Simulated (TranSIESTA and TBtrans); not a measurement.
Run with TranSIESTA and TBtrans (open boundaries, self-consistent; PseudoDojo norm-conserving potentials, scalar-relativistic): PAO.BasisSize DZP, PAO.EnergyShift 0.15 eV, XC.Authors PBE, Mesh.Cutoff 200 Ry, ElectronicTemperature 300 K, TS.Voltage 0.0 eV, TBT.Elecs.Eta 0.001 eV, no spin polarisation.

System: Na chain with one C atom inserted. Leads: straight Na chain, spacing 3.498 Å. Geometry: 3 atoms about the centre moved by SIESTA (PBE, DZP) to a largest force of 0.03 eV/Å, all others as built, motion along the axis alone.

Task: Predict: conductance at 300 K (G0 = 2e²/h); thermopower (μV/K); mean T from −0.5 to 0.5 eV.

Result: conductance at 300 K (G0 = 2e²/h): 0.46; thermopower (μV/K): 6.7; mean T from −0.5 to 0.5 eV: 0.42. The straight chain is held at its spacing; free chains may zigzag or dimerise. No spin-polarised start was tried, so a magnetic state, if there is one, is missed.
